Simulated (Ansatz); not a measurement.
# SiO2: uniaxial strain ε_zz = +3.00 %

The reference is SiO2 in the rutile structure (space group P4_2/mnm, No. 136; a = 4.2361 Å, c = 2.6904 Å). Axes: x, y, z lie along a, b, c of the conventional cell.

Now apply this change: uniaxial strain ε_zz = +3.00 %, all other strain components held at zero, atoms relaxed at fixed cell.

Level of theory: Kohn–Sham DFT with the PBE functional, run in Ansatz (a quantum-chemistry and plane-wave program) with PAW and 420 eV plane waves, no spin-orbit coupling. Settings: 8×8×12 k-points, 0.05 eV Fermi–Dirac smearing.

The volume per atom goes up by 0.24 Å³ to 8.29 Å³ and the space group remains P4_2/mnm (No. 136). The energy increases by 14 meV/atom and the pressure (mean of the normal stresses, compression positive) drops by 9.57 GPa to -9.56 GPa. The band gap decreases by 0.63 eV, from 5.04 eV to 4.41 eV and the gap character stays direct at Γ. The width of the top valence band drops by 0.12 eV to 2.44 eV and the electron mass goes from 0.36 mₑ along c, 0.45 mₑ across (at Γ) to 0.33 mₑ along z, 0.42 mₑ across (at Γ). The hole mass goes from 1.9 mₑ along c, 1.1 mₑ across (at Γ) to 1.7 mₑ along z, 1.1 mₑ across (at Γ) and the valence-band top at Γ (three highest levels, from the VBM) becomes 0.00, -0.81, -0.81 eV (base: 0.00, -0.85, -0.85 eV). The stress (xx, yy, zz, yz, xz, xy; compression positive) is (-5.07, -5.07, -18.55, 0.00, 0.00, 0.00) GPa.

Masses are band curvatures over ±0.01 Å⁻¹ around the edge. Whether these cells are dynamically stable was not tested.
